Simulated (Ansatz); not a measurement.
Take Be in the hcp (Mg type) structure (space group P6_3/mmc, No. 194; a = 2.2631 Å, c = 3.5631 Å) as the base.

Computed with r2SCAN/PAW in Ansatz (an electronic-structure program), scalar-relativistic without spin-orbit coupling, earlier PAW set.

Base values:

| Property | Value |
|---|---|
| Volume per atom | 7.90 Å³ |

One thing is altered: every Be is replaced by Si, then cell and atoms are relaxed.

Tabulated Pauling electronegativity and covalent radius: Be 1.57, 0.96 Å; Si 1.90, 1.11 Å.

Problem. How does this affect the volume per atom?

Solution. The volume per atom goes up by 5.81 Å³ (7.90 Å³ → 13.71 Å³).

Whether these cells are dynamically stable was not tested. For Si in this form, whether it has been made was not checked. This is not the structure that Si has at room temperature and ambient pressure.
